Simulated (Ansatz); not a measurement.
Consider interstitial C in silicon with all lengths changed by +1 %, neutral cell. All values below come from PBE, PAW (plane waves to 420 eV; Ansatz, a first-principles code).

Settings: 64 host sites, the strained lattice (strain from the relaxed PBE one, atoms relaxed), a 2×2×2 k-point mesh shifted by half a step, smearing 0.01 eV, spin-restricted, no image-charge correction. Energies are static. The charge state is imposed; whether it is stable for some Fermi level was not computed. Sites that were not tried may lie lower.

Barriers: single points on a 3×3×3 k-point mesh shifted by half a step at the bands' geometries.

A. a concerted move, in which C travels most; the atom moves 1.55 Å along (0.20, 0.00, 0.20) of the unit cell; the moving atom starts with neighbours Si at 1.75, 2 Si at 1.83 Å and ends with Si at 1.75, 2 Si at 1.83 Å; saddle order not checked, on a symmetry element.
B. a concerted move, in which C travels most; the atom moves 1.44 Å along (-0.05, 0.05, 0.25) of the unit cell; the moving atom starts with neighbours Si at 1.75, 2 Si at 1.83 Å and ends with Si at 1.75, 2 Si at 1.83 Å; saddle order not checked, on a symmetry element.

A band can be held on a symmetry element, so unchecked saddle points there may be too high.

Task: Rank these by forward barrier (lowest first), as PBE, PAW gives it.

Result: B (0.57 eV), A (1.04 eV)
